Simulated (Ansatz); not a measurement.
Start from Te (space group P3_121, No. 152; a = 4.624 Å, c = 5.903 Å; made of chains).

All numbers come from Ansatz (a program for electronic structure) r2SCAN, no spin-orbit coupling.

One change was made to it. Results:

```
quantity        base       after
--------  ----------  ----------
density   5.81 g/cm³  6.32 g/cm³
band gap     0.55 eV     0.30 eV
```

Problem. Which change produced these results?
A) pressure 7.5 GPa
B) pressure 1.5 GPa
C) pressure −1 GPa

Solution. B, pressure 1.5 GPa. For comparison, the band gap in the other runs: pressure 7.5 GPa gives zero; pressure −1 GPa gives 1.04 eV.

Spin-orbit coupling, missing from the scalar runs, can matter with Te. Load acts through the strain it causes; cell and atoms are relaxed under it. Whether these cells are dynamically stable was not tested. Competing high-pressure phases were not computed. No dispersion term is included, though the crystal is made of layers, chains or molecules, so its spacings can come out too wide. A zero or small gap of Te under pressure 7.5 GPa can be the functional's error rather than a property of the material.
